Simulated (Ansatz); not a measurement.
Take Ti3Al (space group P6_3/mmc, No. 194; a = 5.747 Å, c = 4.632 Å) as the base. Axes: x lies along a and z along c of the hexagonal cell.

All numbers come from r2SCAN (Ansatz, an electronic-structure program; PAW; 500 eV plane waves; no spin-orbit coupling), earlier PAW set.

Strains are applied to the cell and any free atomic positions relax; under biaxial strain the out-of-plane vector relaxes too.

One change was made to it. Results:

| quantity | base | after |
|---|---|---|
| energy relative to the base (free energy F) | 0 meV/atom | +1.8 meV/atom |
| pressure (mean of the normal stresses, compression positive) | 0.0 GPa | 1.6 GPa |

Problem. Which change produced these results?
A. biaxial strain +1.34 %, plane normal [001], relaxed out of plane
B. uniaxial strain ε_yy = −1.31 %
C. isotropic strain −3.43 %

Solution. B, uniaxial strain ε_yy = −1.31 %. For comparison, the energy relative to the base in the other runs: biaxial strain +1.34 %, plane normal [001], relaxed out of plane gives +4.6 meV/atom; isotropic strain −3.43 % gives +73 meV/atom.

Whether these cells are dynamically stable was not tested. All final runs are without spin polarisation.
